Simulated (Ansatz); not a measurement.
Base system: GaN in the wurtzite structure (space group P6_3mc, No. 186; a = 3.1833 Å, c = 5.1839 Å). Axes: x lies along a and z along c of the hexagonal cell.

Levels (all Ansatz, a program for electronic structure, PAW, earlier PAW set): r2SCAN (500 eV, scalar-relativistic without spin-orbit coupling); HSE06 (420 eV, no SOC).

Its gap is 2.35 eV with r2SCAN and 3.20 eV with HSE06.

Now apply this change: a pure shear with ε_yz = ε_zy = -0.0206; the atoms relax in the strained cell.

With r2SCAN the gap becomes 2.24 eV.

Task: If the HSE06 correction stayed the same, what would the HSE06 gap be, and what does the HSE06 run give?

Result: A rigid correction of +0.85 eV gives 3.09 eV. The HSE06 run gives 3.08 eV, so the two effects roughly add.

Single points use the geometry relaxed with r2SCAN. No phonon test of stability was made.
